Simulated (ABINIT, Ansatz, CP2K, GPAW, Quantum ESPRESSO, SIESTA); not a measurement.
One structure in several programs: Ba₃ZnN₂O (P4/mmm, 7 atoms in the cell)

Self-consistent single point.

```yaml
crystal:
  lattice:
    - [4.09084, 0.00000, 0.00000]
    - [0.00000, 4.09084, 0.00000]
    - [0.00000, 0.00000, 9.16087]
  atoms:
    - { symbol: Ba, position: [0.00000, 0.00000, 0.21788] }
    - { symbol: Ba, position: [0.00000, 0.00000, 0.78212] }
    - { symbol: Ba, position: [0.50000, 0.50000, 0.50000] }
    - { symbol: Zn, position: [0.50000, 0.50000, 0.00000] }
    - { symbol: N, position: [0.50000, 0.50000, 0.80054] }
    - { symbol: N, position: [0.50000, 0.50000, 0.19946] }
    - { symbol: O, position: [0.00000, 0.00000, 0.50000] }
```

Shared settings, as Ansatz (a quantum-chemistry and plane-wave program) writes them: kpoints.mp_grid.grid = 6 6 3; scf.occupations.method = fermi_dirac; scf.occupations.width = 0.0015 Ry. Potentials and cutoffs stand in the table.

| code | model | pressure (GPa) | largest force (eV/Å) | gap on the mesh (eV) | cutoff |
|---|---|---|---|---|---|
| CP2K | LDA (Pade form), GPW, DZVP-MOLOPT-SR-GTH basis, GTH-PADE potentials (GTH_POTENTIALS) | -2.02 | 0.092 | 0.384 | grid 600 Ry |
| Quantum ESPRESSO | LDA (PZ), GBRV 1.5 ultrasoft (LDA) pseudopotentials | -3.20 | 0.185 | 0.567 | 50 Ry |
| ABINIT | LDA (PW92), PAW (JTH v2.0 LDA PAW) | -2.94 | 0.314 | 0.508 | 30 Ha |
| GPAW | LDA (Perdew-Wang 92), GPAW PAW datasets LDA (gpaw-data 1.0.1) | – | 0.382 | 0.518 | 950 eV |
| Ansatz | LDA (PW92), PAW files made with PBE | -4.01 | 0.236 | 0.583 | default |
| SIESTA | LDA PW92, numerical atomic orbitals TZP, PseudoDojo LDA standard norm-conserving potentials (rewritten from UPF to PSML) | -0.53 | 0.631 | 0.513 | grid 350 Ry |

Size of the force on each atom (eV/Å): Sizes of forces hide their directions.

| code | Ba1 | Ba2 | Ba3 | Zn4 | N5 | N6 | O7 |
|---|---|---|---|---|---|---|---|
| CP2K | 0.092 | 0.092 | 0.000 | 0.000 | 0.070 | 0.070 | 0.000 |
| Quantum ESPRESSO | 0.077 | 0.077 | 0.000 | 0.000 | 0.185 | 0.185 | 0.000 |
| ABINIT | 0.048 | 0.048 | 0.000 | 0.000 | 0.314 | 0.314 | 0.000 |
| GPAW | 0.062 | 0.062 | 0.000 | 0.000 | 0.382 | 0.382 | 0.000 |
| Ansatz | 0.157 | 0.157 | 0.000 | 0.000 | 0.236 | 0.236 | 0.000 |
| SIESTA | 0.631 | 0.631 | 0.000 | 0.000 | 0.122 | 0.122 | 0.000 |

A dash marks a value that a program does not give, or that is left out as unsure.

Gaps are read on the mesh.

The spread over the programs that give each value: pressure within 3.48 GPa; largest force within 0.539 eV/Å; gap on the mesh within 0.199 eV.

CP2K and SIESTA use small atom-centred bases, whose incompleteness enters pressures, forces and empty levels differently from a plane-wave cutoff. Ansatz's pressure is given at a fixed set of plane waves, as the other plane-wave codes print theirs; with its correction for the finite basis it is -3.81 GPa. The pressure of GPAW is left out: its cutoff lies under the one at which its stress was checked. The same LDA comes in different parametrisations, which differ slightly. In the pressure, CP2K (by 1.18) and SIESTA (by 2.67) lie more than 1 GPa from the median of the plane-wave programs. In the gap, CP2K (by 0.158) lies more than 0.12 eV from the median of the plane-wave programs.

The starting cell comes from a database of computed structures (which also holds hypothetical and non-ambient phases and stackings), without a prior relaxation at this level. Its lattice was rescaled by a random factor within 2.5 % of one.

Keys are those of Ansatz 0.2.
